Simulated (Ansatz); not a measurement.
# Carrier doping in hypothetical fluorite TeO2

The reference is TeO$_{2}$ in the fluorite structure (space group Fm-3m, No. 225; a = 5.324 Å; a hypothetical phase, not in the database extracts checked).

Carriers are added at fixed cell with a uniform background; the Fermi–Dirac width is that of 300 K.

Level of theory: plane-wave PAW DFT at the PBEsol level (Ansatz, an electronic-structure program, 420 eV), no spin-orbit coupling.

Notes on the quantities. Fermi level from band edge: Fermi level relative to the doped band's edge (positive inside the band; to 0.05 eV).

```
change                    Fermi level from band edge  gap between the host's bands
------------------------  --------------------------  ----------------------------
undoped                                            –                       0.73 eV
electrons 1.5×10^21 cm⁻³                    +0.35 eV                       0.72 eV
electrons 2.0×10^21 cm⁻³                    +0.45 eV                       0.71 eV
electrons 7.0×10^21 cm⁻³                    +0.90 eV                       0.67 eV
electrons 1.0×10^22 cm⁻³                    +1.05 eV                       0.64 eV
holes 1.5×10^21 cm⁻³                        +0.15 eV                       0.77 eV
holes 2.0×10^21 cm⁻³                        +0.20 eV                       0.78 eV
holes 7.0×10^21 cm⁻³                        +0.40 eV                       0.92 eV
holes 1.0×10^22 cm⁻³                        +0.50 eV                       1.00 eV
```

Charged cell with a jellium background: band edges are those of the host's band count, energies are not comparable with the neutral cell, and many-body gap narrowing is missing. With Te present, leaving out spin-orbit coupling can change the band edges. Whether these cells are dynamically stable was not tested.
